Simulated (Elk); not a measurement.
## Worked example: self-consistent single point of ZrN (P6_3/mmc, 4 atoms in the cell) in Elk

Computed with Elk with LDA (PW92), all-electron FP-LAPW, Elk's shipped species files, APW+lo basis with extra local orbitals.

Input as run:

```
tasks
  0

rgkmax
  8.0

gmaxvr
  16.0

nxlo
  2

lorbcnd
  .true.

rmtscf
  0.94

lmaxi
  2

swidth
  0.00367493

maxscl
  100

avec
    6.0785494229    0.0000000746    0.0000000000
   -3.0392747760    5.2641781811    0.0000000000
    0.0000000000    0.0000000000   10.7892023359

sppath
  'species/'

atoms
  2
  'Zr.in'
  2
  0.0000000000  0.0000000000  0.0000000000    0.0 0.0 0.0
  0.0000000000  0.0000000000  0.5000000000    0.0 0.0 0.0
  'N.in'
  2
  0.6666666667  0.3333333333  0.7500000000    0.0 0.0 0.0
  0.3333333333  0.6666666667  0.2500000000    0.0 0.0 0.0

ngridk
  10 10 5
```

Output, abridged:

```
│ Elk code version 10.2.4 │

All units are atomic (Hartree, Bohr, etc.)

│ Ground-state run starting from atomic densities │

Lattice vectors :
   6.078549423      0.7460000000E-07   0.000000000
  -3.039274776       5.264178181       0.000000000
   0.000000000       0.000000000       10.78920234

Unit cell volume      :    345.2390189
Brillouin zone volume :   0.7184883511

Muffin-tin inner radius fraction :   0.1000000000E-01

Nuclei treated as point charges

Species :    1 (Zr)
 parameters loaded from : Zr.in
 name : zirconium
 nuclear charge    :   -40.00000000
 electronic charge :    40.00000000
 atomic mass :    166291.1791
 muffin-tin radius :    2.444000000
 number of radial points in muffin-tin :    597
 atomic positions (lattice), magnetic fields (Cartesian) :
   1 :   0.00000000  0.00000000  0.00000000    0.00000000  0.00000000  0.00000000
   2 :   0.00000000  0.00000000  0.50000000    0.00000000  0.00000000  0.00000000

Species :    2 (N)
 parameters loaded from : N.in
 name : nitrogen
 nuclear charge    :   -7.000000000
 electronic charge :    7.000000000
 atomic mass :    25532.65214
 muffin-tin radius :    1.692000000
 number of radial points in muffin-tin :    297
 atomic positions (lattice), magnetic fields (Cartesian) :
   1 :  -0.33333333  0.33333333 -0.25000000    0.00000000  0.00000000  0.00000000
   2 :   0.33333333 -0.33333333  0.25000000    0.00000000  0.00000000  0.00000000

Total number of atoms per unit cell :    4

Spin treatment :
 spin-unpolarised

Number of Bravais lattice symmetries :   24
Number of crystal symmetries         :   24
Crystal has inversion symmetry
Real symmetric eigensolver will be used

k-point grid :     10    10     5
k-point offset :    0.000000000       0.000000000       0.000000000
k-point set is reduced with full crystal symmetry group
Total number of k-points :       42

Muffin-tin radius times maximum |G+k| :    8.000000000
 using average radius
Maximum |G+k| for APW functions       :    3.868471954
Maximum (1/2)|G+k|²                   :    7.482537628
Maximum |G| for potential and density :    16.00000000
 potential will be trimmed for |G| > 2 gkmax
Constant for pseudocharge density :   10
Radial integration step length :    4

G-vector grid sizes :     32    32    56
Number of G-vectors :    23887

Maximum angular momentum used for
 APW functions                      :    8
 outer part of muffin-tin           :    6
 inner part of muffin-tin           :    2

Total nuclear charge    :   -94.00000000
Total core charge       :    60.00000000
Total valence charge    :    34.00000000
Total excess charge     :    0.000000000
Total electronic charge :    94.00000000

Effective Wigner radius, rₛ :   0.9571231124

Number of empty states         :   16
Total number of valence states :   33
Total number of core states    :   60

Conduction state local-orbitals added automatically
Total number of local-orbitals :  288

Exchange-correlation functional :      3     0     0
 Perdew-Wang/Ceperley-Alder, Phys. Rev. B 45, 13244 (1992)
 gradient requirement :    0
 local density approximation (LDA)

Smearing type :    3
 Fermi-Dirac
Smearing width :   0.3674930000E-02
Effective electronic temperature (K) :    1160.451112

Mixing type :    3
 Broyden mixing, J. Phys. A: Math. Gen. 17, L317 (1984)

Kohn-Sham potential initialised from atomic data

│ Self-consistent loop started │
│ Loop number : 1 │
 total energy                :     -7303.27596808
│ Loop number : 2 │
 total energy                :     -7303.47613733
RMS change in Kohn-Sham potential (target) :   0.3223085496     (  0.1000000000E-05)
Absolute change in total energy (target)   :   0.2001692488     (  0.1000000000E-03)
│ Loop number : 3 │
 total energy                :     -7304.17457729
RMS change in Kohn-Sham potential (target) :   0.2391250192     (  0.1000000000E-05)
Absolute change in total energy (target)   :   0.7484822747     (  0.1000000000E-03)
│ Loop number : 4 │
 total energy                :     -7303.56649146
RMS change in Kohn-Sham potential (target) :   0.1797889957     (  0.1000000000E-05)
Absolute change in total energy (target)   :   0.4209652647     (  0.1000000000E-03)
│ Loop number : 5 │
 total energy                :     -7301.76238019
RMS change in Kohn-Sham potential (target) :   0.9225270557E-01 (  0.1000000000E-05)
Absolute change in total energy (target)   :    1.909352589     (  0.1000000000E-03)
│ Loop number : 6 │
 total energy                :     -7300.31518796
RMS change in Kohn-Sham potential (target) :   0.2943392702E-01 (  0.1000000000E-05)
Absolute change in total energy (target)   :    1.924530375     (  0.1000000000E-03)
│ Loop number : 7 │
 total energy                :     -7299.68899185
RMS change in Kohn-Sham potential (target) :   0.1533532273E-02 (  0.1000000000E-05)
Absolute change in total energy (target)   :    1.107328705     (  0.1000000000E-03)
│ Loop number : 8 │
 total energy                :     -7299.55236116
RMS change in Kohn-Sham potential (target) :   0.1921312892E-02 (  0.1000000000E-05)
Absolute change in total energy (target)   :   0.4134628606     (  0.1000000000E-03)
│ Loop number : 9 │
 total energy                :     -7299.55072557
RMS change in Kohn-Sham potential (target) :   0.1631240893E-02 (  0.1000000000E-05)
Absolute change in total energy (target)   :   0.1050013055     (  0.1000000000E-03)
│ Loop number : 10 │
 total energy                :     -7299.58807194
RMS change in Kohn-Sham potential (target) :   0.7742948116E-03 (  0.1000000000E-05)
Absolute change in total energy (target)   :   0.1109604026E-01 (  0.1000000000E-03)
│ Loop number : 11 │
 total energy                :     -7299.63016206
RMS change in Kohn-Sham potential (target) :   0.8071302215E-04 (  0.1000000000E-05)
Absolute change in total energy (target)   :   0.4486412810E-01 (  0.1000000000E-03)
│ Loop number : 12 │
 total energy                :     -7299.63771374
RMS change in Kohn-Sham potential (target) :   0.1061236445E-04 (  0.1000000000E-05)
Absolute change in total energy (target)   :   0.1876771291E-01 (  0.1000000000E-03)
│ Loop number : 13 │
 total energy                :     -7299.63859872
RMS change in Kohn-Sham potential (target) :   0.3198314227E-05 (  0.1000000000E-05)
Absolute change in total energy (target)   :   0.5576914582E-02 (  0.1000000000E-03)
│ Loop number : 14 │
 total energy                :     -7299.63890923
RMS change in Kohn-Sham potential (target) :   0.1474284139E-05 (  0.1000000000E-05)
Absolute change in total energy (target)   :   0.1704733892E-02 (  0.1000000000E-03)
│ Loop number : 15 │
 total energy                :     -7299.63879120
RMS change in Kohn-Sham potential (target) :   0.2545421603E-06 (  0.1000000000E-05)
Absolute change in total energy (target)   :   0.3081588939E-03 (  0.1000000000E-03)
│ Loop number : 16 │
 total energy                :     -7299.63875526
RMS change in Kohn-Sham potential (target) :   0.5150381162E-07 (  0.1000000000E-05)
Absolute change in total energy (target)   :   0.4109914153E-04 (  0.1000000000E-03)
Convergence targets achieved

│ Loop number : 17 │

Energies :
 Fermi                       :     0.448887437884
 sum of eigenvalues          :     -4300.98153843
 electron kinetic            :      7535.65118522
 core electron kinetic       :      7375.69718446
 Coulomb                     :     -14601.4503828
 Coulomb potential           :     -11526.8142237
 nuclear-nuclear             :     -756.891155145
 electron-nuclear            :     -16162.3042317
 Hartree                     :      2317.74500403
 Madelung                    :     -8838.04327101
 xc potential                :     -309.818499981
 exchange                    :     -225.493575105
 correlation                 :     -8.34401939403
 electron entropic           :    -0.196392436146E-02
 total energy                :     -7299.63875605

Density of states at Fermi energy :    46.03975836
 (states/Hartree/unit cell)

Estimated indirect band gap :   0.8160817269E-03
 from k-point     41 to k-point     38
Estimated direct band gap   :   0.1058570975E-01
 at k-point     39

Charges :
 core                        :    60.00000000
 valence                     :    34.00000000
 interstitial                :    6.216840875
 muffin-tins (core leakage)
  species :    1 (Zr)
   atom    1                 :    37.70652599     (  0.8809642118E-05)
   atom    2                 :    37.70652599     (  0.8809642118E-05)
  species :    2 (N)
   atom    1                 :    6.185053574     (  0.6300070514E-06)
   atom    2                 :    6.185053574     (  0.6300070514E-06)
 total in muffin-tins        :    87.78315912
 total calculated charge     :    94.00637070
 total charge                :    94.00000000
 error                       :   0.6370701203E-02

│ Self-consistent loop stopped │
```

The run converged in 17 iterations. The count includes the last loop, which Elk runs after its targets are met.

The starting cell comes from a database of computed structures (which also holds hypothetical and non-ambient phases and stackings), without a prior relaxation at this level. Values depend on the basis (sphere radii, cutoffs, local orbitals), which need not be converged. The log's line on a gap gives a spacing of levels on this mesh, which the program prints for metals too.
